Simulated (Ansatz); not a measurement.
Input and output of a self-consistent single point for LiZn3 (I4mm, 4 atoms in the cell) (Ansatz, a program for electronic structure).

Computed with LDA (PW92), default PAW files made with PBE (plane waves; Ansatz).

```
CELL_PARAMETERS angstrom
      0.00000     3.02014     3.02014
      3.02014     0.00000     3.02014
      3.02014     3.02014     0.00000
ATOMIC_POSITIONS crystal
  Li 0.00828 0.00828 0.99172
  Zn 0.25000 0.25000 0.25000
  Zn 0.75000 0.75000 0.75000
  Zn 0.50000 0.50000 0.50000
```

Reference input (self-consistent single point, DFT, LDA (PW92), plane waves, default PAW files made with PBE): basis.ecutwfc = 420 eV; kpoints.mp_grid.grid = 10 10 10; hamiltonian.xc = lda; hamiltonian.pseudopotentials = {kind: paw} (the program's default PAW files); scf.occupations.method = gaussian; scf.occupations.width = 0.1 eV. This run's input differs from it in these lines:

Ansatz 0.2 input:
```diff
@@ -14,3 +14,3 @@
 kpoints:
-  mp_grid: { grid: [10, 10, 10] }
+  mp_grid: { grid: [16, 16, 16] }
 hamiltonian:
@@ -19,3 +19,3 @@
 scf:
-  occupations: { method: gaussian, width: 0.1 }
+  occupations: { method: fermi_dirac, width: 0.05 }
 output:
```

The program printed (abridged):

```
SCF iter   1: F=—  HF=-9941.097126 eV  |F-HF|=—  |Δ(HF+E_count)|=         —  Δρ=5.03e-3  dr2=7.88e-3  ethr=1.77e-3  ⟨swp⟩=5.8  Hψ=36212  notcnv=0
all-band conjugate gradients solve this SCF's bands
preconditioner: auto → Kerker (q_TF=auto, 2.576 Å⁻¹)
SCF iter   2: F=—  HF=-9941.092510 eV  |F-HF|=—  |Δ(HF+E_count)|=   4.62e-3  Δρ=2.62e-3  dr2=3.52e-3  ethr=2.02e-5  ⟨swp⟩=2.0  Hψ=18986  notcnv=0  defer=10
   [... lines left out ...]
SCF iter   5: F=—  HF=-9941.090711 eV  |F-HF|=—  |Δ(HF+E_count)|=   7.63e-5  Δρ=1.32e-4  dr2=1.41e-5  ethr=5.93e-7  ⟨swp⟩=2.2  Hψ=14477  notcnv=0  defer=10
SCF iter   6: F=—  HF=-9941.090706 eV  |F-HF|=—  |Δ(HF+E_count)|=   5.19e-6  Δρ=1.18e-4  dr2=6.60e-6  ethr=3.63e-8  ⟨swp⟩=2.0  Hψ=14777  notcnv=0  defer=10
SCF iter   7: F=—  HF=-9941.090704 eV  |F-HF|=—  |Δ(HF+E_count)|=   2.21e-6  Δρ=2.98e-5  dr2=6.52e-7  ethr=1.69e-8  ⟨swp⟩=2.5  Hψ=16136  notcnv=0  defer=10
SCF iter   8: F=-9941.090704 eV  HF=-9941.090704 eV  |F-HF|=4.20e-8  |Δ(HF+E_count)|=   1.40e-7  Δρ=1.24e-5  dr2=9.16e-8  ethr=2.56e-10  ⟨swp⟩=3.6  Hψ=38887  notcnv=0
SCF 1 converged in 8 iterations: F = -9941.090704 eV  dr2 = 9.16e-8
Free energy (F): -9941.090704 eV
Internal energy: -9941.083910 eV  (E = F + TS)
E sigma→0 (E₀):  -9941.087307 eV
Entropy (-TS):   -0.006793 eV (-1.698 meV/atom)
Fermi energy:    9.468006 eV
--- Forces (eV/Å), atoms counted from 1 ---
  atom   1  Li     0.00000000     0.00000000    -0.14758154
  atom   2  Zn     0.00000000     0.00000000     0.06699065
  atom   3  Zn     0.00000000     0.00000000     0.06699065
  atom   4  Zn     0.00000000     0.00000000     0.01361533
--- Stress (GPa, compression-positive) ---
       -4.841264       0.000000       0.000000
        0.000000      -4.841264       0.000000
        0.000000       0.000000      -4.846731
  P = ⅓ Tr σ = -4.8431 GPa (-48.431 kbar)
  The stress holds the Pulay correction. Without it, at fixed plane waves, as pw.x and ABINIT print it: P = -4.8864 GPa
```

The run converged in 8 iterations. Against the reference run the free energy falls by 1.0 meV/atom, the pressure hardly changes (-4.92 to -4.84 GPa) and the largest force moves little (0.150 to 0.148 eV/Å).

The starting cell comes from a database of computed structures (which also holds hypothetical and non-ambient phases and stackings), without a prior relaxation at this level. Its lattice was rescaled by up to half a per cent. One atom was moved a little off its site on purpose. With a pressure of about -5 GPa the cell is away from its equilibrium volume at this level. Ansatz's pressure includes its estimate of the finite-basis (Pulay) stress.

Cost on one core of a shared machine: roughly 30 s.
